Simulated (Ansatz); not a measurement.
Base system: CuI in the zinc blende structure (space group F-43m, No. 216).

```yaml
crystal:
  lattice:
    - [0.00000, 2.96965, 2.96965]
    - [2.96965, 0.00000, 2.96965]
    - [2.96965, 2.96965, 0.00000]
  atoms:
    - { symbol: I, position: [0.75000, 0.75000, 0.75000] }
    - { symbol: Cu, position: [0.00000, 0.00000, 0.00000] }
```

Cartesian axes are those of the cell as printed.

The values are results of Ansatz (a first-principles code), PBEsol, PAW, cutoff 420 eV, scalar-relativistic without spin-orbit coupling, not measurements.

Before the change:

The electron mass is 0.14 mₑ (at Γ). The valence-band top at Γ is 0.00, 0.00, 0.00 eV.

It is then changed as follows: the cell is compressed by 0.54 % along x with no lateral relaxation, atoms relaxed at fixed cell.

Problem. How does this affect the stress?

Solution. The stress (xx, yy, zz, yz, xz, xy; compression positive) comes out as (0.34, 0.24, 0.24, 0.00, 0.00, 0.00) GPa.

Problem. Estimate the effect on the electron mass.

Solution. The electron mass stays 0.14 mₑ (at Γ).

Problem. Estimate the effect on the valence-band top at Γ.

Solution. The valence-band top at Γ (three highest levels, from the VBM) becomes 0.00, -0.01, -0.01 eV (base: 0.00, 0.00, 0.00 eV).

With I present, leaving out spin-orbit coupling can change the band edges. The levels and masses belong to the bands next to the band gap. The cells carry an imposed strain or load. Masses are band curvatures over ±0.01 Å⁻¹ around the edge. Whether these cells are dynamically stable was not tested. The final runs are not spin-polarised.
